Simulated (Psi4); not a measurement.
Psi4 1.11, unrestricted WB97X/def2-svp: C[C]=NC(C)(C)C, charge 0, multiplicity 2, 19 atoms. The geometry is a generated start, not checked to be a minimum at this level.

```
Property                              Value
--------------------------  ---------------
task                                 energy
method                                wb97x
basis                              def2-svp
memory                                 3 GB
maxiter                                 100
keys of the molecule block      symmetry c1
scf_type                       df (default)
e_convergence               1e-06 (default)
d_convergence               1e-06 (default)
dft_radial_points              75 (default)
dft_spherical_points          302 (default)
basis functions                         158
grid points                          400484
```

```xyz
19

C      3.0893     0.2476     0.1773
C      1.6342     0.3376     0.3863
N      0.7411    -0.1950    -0.2855
C     -0.6866    -0.1067    -0.1031
C     -1.0777    -0.7478     1.2324
C     -1.3212    -0.8773    -1.2645
C     -1.1310     1.3606    -0.1338
H      3.4170     1.1655    -0.3100
H      3.3754    -0.6066    -0.4441
H      3.5957     0.1771     1.1389
H     -0.7508    -1.7850     1.2616
H     -2.1571    -0.7180     1.3642
H     -0.5994    -0.2130     2.0535
H     -2.4057    -0.8239    -1.2057
H     -0.9993    -0.4530    -2.2143
H     -1.0173    -1.9202    -1.2306
H     -0.6360     1.9099     0.6636
H     -0.8627     1.8154    -1.0848
H     -2.2080     1.4329    -0.0016
```

Charge 0 and multiplicity 2 are set for this test and not shown to be the ground state.

With the defaults (damping_percentage = 0, diis = true, scf_initial_accelerator = adiis, diis_start = 1, soscf = false, soscf_start_convergence = 0.01, guess = auto, which took SAD, diis_max_vecs = 10) it converges in 11 SCF iterations. One run each on 2 threads, with these changes:
- guess = core
- soscf = true, soscf_start_convergence = 0.001
- diis_max_vecs = 3
- guess = huckel
- damping_percentage = 60
- damping_percentage = 60, diis = false, scf_initial_accelerator = none
- diis_start = 4
- scf_initial_accelerator = ediis
- soscf = true, soscf_start_convergence = 0.1

**Question.** Name the settings that don't reach the solution of the defaults.

**Answer.** No convergence: damping_percentage = 60; damping_percentage = 60, diis = false, scf_initial_accelerator = none (the run ends without SCF convergence in 100 iterations). The rest reach the solution of the defaults.

```csv
setting,SCF iterations,JK calls,end
"soscf = true, soscf_start_convergence = 0.1",6,22,same solution
"soscf = true, soscf_start_convergence = 0.001",7,23,same solution
the defaults,11,12,same solution
scf_initial_accelerator = ediis,11,12,same solution
guess = huckel,12,28,same solution
diis_start = 4,13,14,same solution
guess = core,16,16,same solution
diis_max_vecs = 3,17,18,same solution
damping_percentage = 60,100,101,no convergence
"damping_percentage = 60, diis = false, scf_initial_accelerator = none",100,101,no convergence
```

An SOSCF iteration holds several JK calls; a Hückel guess adds calls on atoms.
